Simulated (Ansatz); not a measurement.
Consider O vacancy in monoclinic ZrO2, charge state +2. Level of theory: PBE, PAW (plane waves to 420 eV; Ansatz, a first-principles code).

Cell of 96 host sites held at the relaxed PBE lattice; the Γ point alone; Fermi-Dirac width 0.01 eV, spin-restricted; finite-size errors left in. Static, classical nuclei. The charge state is imposed; whether it is stable for some Fermi level was not computed. Forms of the defect that were not tried may lie lower.

Barriers: single points on a 2×2×2 k-point mesh shifted by half a step at the bands' geometries.

The step: a nearby O atom hops onto the vacant site; the atom moves 2.94 Å along (0.51, -0.06, 0.32) of the unit cell; from a vacant O site with 3 nearest neighbours to a vacant O site with 4 nearest neighbours; the moving atom starts with neighbours O at 2.55, O at 2.62, O at 2.65, O at 2.70; Zr at 2.10, Zr at 2.21, Zr at 2.27, Zr at 2.30 Å and ends with O at 2.57, O at 2.64; Zr at 2.04, Zr at 2.07, Zr at 2.20 Å.

Estimate the migration barrier of this step that PBE, PAW returns for this input.

1.78 eV forward and 1.11 eV backward. At the saddle the moving atom has neighbours O at 2.52; Zr at 1.97, Zr at 2.45, Zr at 2.48 Å. The saddle point's order was not checked.
